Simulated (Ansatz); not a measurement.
System: AgAl (model structure, Cmcm, No. 63, 4 atoms in the cell). Method: PBE (Ansatz, a first-principles code, PAW).

Numerical settings: plane-wave cutoff 520 eV, no spin polarisation, scalar-relativistic PAW data made under PBE.

Cell (relaxed at this level):

AgAl is modelled in the orthorhombic space group Cmcm (No. 63), Pearson symbol oS8. Cell: a = 2.858 Å, b = 10.604 Å, c = 4.574 Å, α = 90.00°, β = 90.00°, γ = 90.00°. Ag on 4c has 7 Al at 2.770–2.908 Å and 2 Ag at 2.858 Å and 4 Ag at 3.271 Å. Al on 4c is surrounded by 7 Ag at 2.770–2.908 Å and 4 Al at 2.799–2.858 Å. (Neighbours: up to the widest gap in distance over summed covalent radii, below 1.35, at either atom.)
(The calculation used a cell of 4 atoms; values per cell refer to that cell.)

**Question.** Predict the bulk modulus.

**Answer.** 
bulk modulus: 80.6 GPa

Note: the bulk modulus is −V dP/dV from two relaxed cells at ±2 % in volume; the relaxation could raise the start's symmetry but not lower it, so the cell can be a saddle point.

The computed numbers hold no vibrational or temperature effects.

A model structure was made by putting elements into a prototype or built by hand; it is no filed structure, need not be a known phase, and can be a saddle point held by its symmetry.
